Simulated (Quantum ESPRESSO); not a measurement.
# Short convergence ladders for P (Imma, 2 atoms in the cell)

```
CELL_PARAMETERS angstrom
      1.69659     2.52271     1.86452
     -1.69659     2.52271     1.86452
     -1.69659    -2.52271     1.86452
ATOMIC_POSITIONS crystal
  P  0.05331 0.25000 0.80331
  P  0.94669 0.75000 0.19669
```

Base method: LDA (PW92), PseudoDojo standard norm-conserving (LDA) pseudopotentials (plane waves; Quantum ESPRESSO).

Base settings: ecutwfc = 50 Ry; occupations = smearing; smearing = gaussian; degauss = 0.0073499 Ry; potentials = {P: P.upf}; K_POINTS = automatic 9 9 9 0 0 0; conv_thr = 1e-09 Ry; mixing_beta = 0.4.

**Zone-centre phonons against the mesh**

In this ladder: ph.x.tr2_ph = 1e-14; ph.x.fildyn = dyn.G; dynmat.x.fildyn = dyn.G; dynmat.x.asr = simple.

Frequencies are those of the unrelaxed cell, without the LO-TO term of polar crystals.

Only quantities that move along the ladder and can be compared are tabulated.

| K_POINTS | highest zone-centre frequency (cm⁻¹) |
|---|---|
| automatic 4 4 4 0 0 0 | 247.0 |
| automatic 5 5 5 0 0 0 | 389.9 |
| automatic 7 7 7 0 0 0 | 363.6 |
| automatic 10 10 10 0 0 0 | 401.2 |
| automatic 15 15 15 0 0 0 | 410.2 |

Coarsest K_POINTS that holds the highest zone-centre frequency within 10 cm⁻¹: not settled: the last two steps still differ by 9.0 cm⁻¹, over half the tolerance, so the ladder does not show it.

**The force threshold of a relaxation**

On P (Imma, 2 atoms in the cell): one atom moved by 0.15 angstrom.

In this ladder: calculation = relax; tprnfor = default; tstress = default.

The mesh stays at the base's, so the ladder's end is converged at best in this setting alone.

Only quantities that move along the ladder and can be compared are tabulated.

```csv
forc_conv_thr,largest force left (eV/Å),relaxation steps
0.0078 Ry/bohr,0.0123,3
0.0039 Ry/bohr,0.0123,3
0.0019 Ry/bohr,0.0123,3
0.0012 Ry/bohr,0.0123,3
0.00078 Ry/bohr,0.0123,3
0.00039 Ry/bohr,0.0003,4
0.00019 Ry/bohr,0.0003,4
3.9e-05 Ry/bohr,0.0003,4
```

Coarsest forc_conv_thr that holds the largest force left within 0.01 eV/Å of the last step, with all finer ones: 0.00039 Ry/bohr; the step before is off by 0.012 eV/Å.

On the base run: the starting cell comes from a database of computed structures (which also holds hypothetical and non-ambient phases and stackings), without a prior relaxation at this level. Its lattice was rescaled by up to half a per cent. In the base run, with a pressure of about -3 GPa the cell is away from its equilibrium volume at this level.

Left out of this page: 1 run of the series stopped by limits of time or memory.
